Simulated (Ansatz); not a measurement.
BP under load (space group Imm2), r2SCAN with spin-orbit coupling, rigid bands run with Ansatz (an electronic-structure program). Condition of this run: uniaxial stress along [110] of 1 GPa (compression positive) (the target of the relaxation). Band gap 1.38 eV, N_c = 3.23e19 cm⁻³ and N_v = 1.62e19 cm⁻³ at 300 K, conductivity masses along z (a = (0.00, 2.27, 2.27) Å; b = (2.27, 0.00, 2.27) Å; c = (2.26, 2.26, 0.00) Å) of 0.272 mₑ (electrons) and 0.393 mₑ (holes). Take k_BT = 0.02585 eV.

Problem. Find the intrinsic carrier density and the intrinsic Fermi level.

Solution. n_i = √(N_c N_v) exp(−E_g/2k_BT) = 2.29e19 × exp(−26.69) = 5.9e7 cm⁻³. The level lies (k_BT/2) ln(N_v/N_c) = -9 meV from mid-gap (positive towards the conduction band). Each 0.1 eV added to the gap lowers n_i by a factor of 6.9.

Problem. What built-in voltage has an abrupt junction with N_A = 1e16 and N_D = 1e18 cm⁻³, all dopants ionised?

Solution. V_bi = E_g/e − (k_BT/e) ln(N_c N_v/(N_A N_D)) = 1.38 − 0.02585 × 10.87 = 1.10 V, for the computed gap.

Problem. A film of it is 2 nm thick, with its normal along the direction named. Estimate the confinement energies in an infinite well.

Solution. ħ²π²/(2m t²) = 0.376 eV·nm²/(m/mₑ × t²) gives 346 meV for electrons and 239 meV for holes, so the gap would widen to about 1.96 eV. Finite barriers and nonparabolic bands lower this, and with several valleys or bands the heaviest mass along the normal sets the lowest level, not this average.

Rigid bands with the computed gap; masses take one relaxation time for all states.
